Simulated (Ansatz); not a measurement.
Ansatz (a first-principles code) run on Al2Pt (Fm-3m, 3 atoms in the cell): self-consistent single point.

Method: PBEsol, PAW files made with PBE (plane waves; Ansatz).

```xyz
3
Lattice="0.0000 2.9492 2.9492 2.9492 0.0000 2.9492 2.9492 2.9492 0.0000" Properties=species:S:1:pos:R:3 pbc="T T T"
Al     1.4746     1.4746     1.4746
Al     4.4238     4.4238     4.4238
Pt     0.0000     0.0000     0.0000
```

Reference input (self-consistent single point, DFT, PBEsol, plane waves, PAW files made with PBE): kpoints.mp_grid.grid = 8 8 8; hamiltonian.xc = pbesol; hamiltonian.pseudopotentials = {kind: paw} (the program's default PAW files); scf.occupations.method = cold; scf.occupations.width = 0.136 eV. This run's input differs from it in these lines:

```diff
@@ -19,4 +19,4 @@
   occupations:
-    method: cold
-    width: 0.136
+    method: gaussian
+    width: 0.2
 output:
```

Output, abridged:

```
SCF iter   1: F=—  HF=-13438.305362 eV  |F-HF|=—  |Δ(HF+E_count)|=         —  Δρ=9.42e-2  dr2=5.51e0  ethr=3.10e-3  ⟨swp⟩=5.1  Hψ=2237  notcnv=0
all-band conjugate gradients solve this SCF's bands
preconditioner: auto → Kerker (q_TF=auto, 2.404 Å⁻¹)
SCF iter   2: F=—  HF=-13437.094760 eV  |F-HF|=—  |Δ(HF+E_count)|=    1.21e0  Δρ=2.33e-2  dr2=1.59e-1  ethr=3.10e-3  ⟨swp⟩=2.0  Hψ=1121  notcnv=0  defer=10
   [... lines left out ...]
SCF iter   5: F=—  HF=-13437.085069 eV  |F-HF|=—  |Δ(HF+E_count)|=   1.43e-3  Δρ=1.40e-3  dr2=7.84e-4  ethr=5.76e-5  ⟨swp⟩=1.0  Hψ=453  notcnv=0  defer=10
SCF iter   6: F=—  HF=-13437.085086 eV  |F-HF|=—  |Δ(HF+E_count)|=   1.78e-5  Δρ=1.82e-4  dr2=2.72e-5  ethr=3.27e-6  ⟨swp⟩=1.0  Hψ=462  notcnv=0  defer=10
SCF iter   7: F=—  HF=-13437.085101 eV  |F-HF|=—  |Δ(HF+E_count)|=   1.50e-5  Δρ=1.93e-5  dr2=3.06e-7  ethr=1.14e-7  ⟨swp⟩=2.6  Hψ=699  notcnv=0  defer=10
SCF iter   8: F=-13437.085101 eV  HF=-13437.085101 eV  |F-HF|=2.55e-9  |Δ(HF+E_count)|=   5.61e-8  Δρ=3.67e-6  dr2=8.51e-9  ethr=4.17e-10  ⟨swp⟩=6.1  Hψ=2094  notcnv=0
SCF 1 converged in 8 iterations: F = -13437.085101 eV  dr2 = 8.51e-9
Free energy (F): -13437.085101 eV
Internal energy: -13437.056581 eV  (E = F + TS)
E sigma→0 (E₀):  -13437.070841 eV
Entropy (-TS):   -0.028521 eV (-9.507 meV/atom)
Fermi energy:    11.353128 eV
--- Forces (eV/Å), atoms counted from 1 ---
  atom   1  Al     0.00000000    -0.00000000     0.00000000
   [... zero for the other atoms too ...]
--- Stress (GPa, compression-positive) ---
       -0.138926       0.000000       0.000000
        0.000000      -0.138926      -0.000000
       -0.000000       0.000000      -0.138926
  P = ⅓ Tr σ = -0.1389 GPa (-1.389 kbar)
  The stress holds the Pulay correction. Without it, at fixed plane waves, as pw.x and ABINIT print it: P = -0.1747 GPa
```

The run converged in 8 iterations. Against the reference run the free energy falls by 5.8 meV/atom and the pressure moves little (-0.20 to -0.14 GPa).

The starting cell comes from a database of computed structures (which also holds hypothetical and non-ambient phases and stackings), without a prior relaxation at this level. Spin polarisation is off. Ansatz's pressure includes its estimate of the finite-basis (Pulay) stress.

Keys are those of Ansatz 0.2.
